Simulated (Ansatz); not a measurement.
## Pressure series in Cu3N

Base system: Cu₃N (space group Pm-3m, No. 221; a = 3.827 Å).

Cell and atoms are relaxed at each pressure.

All numbers come from PBE (Ansatz, a quantum-chemistry and plane-wave program, PAW, without spin-orbit coupling).

```tsv
pressure (GPa)	volume per atom (Å³/atom)
-2	14.264
-1	14.134
0	14.011
0.9	13.906
9	13.114
15	?
22.5	12.189
30	11.796
```

Problem. Fit the third-order Birch–Murnaghan form P(V) = (3B₀/2)[(V₀/V)^(7/3) − (V₀/V)^(5/3)]·[1 + (3/4)(B₀′ − 4)((V₀/V)^(2/3) − 1)] (squares taken in P) to the rows shown and predict the withheld row.

Solution. Least squares on the printed values gives V₀ = 14.011 Å³/atom, B₀ = 117 GPa, B₀′ = 4.6; this predicts 12.659 Å³/atom, and the run gives 12.659 Å³/atom, in agreement.

The mesh was chosen for an insulator and is coarse for the gapless case. Load acts through the strain it causes; cell and atoms are relaxed under it. Stability against distortions was not tested. No other phases were tried under pressure. The final runs are not spin-polarised.
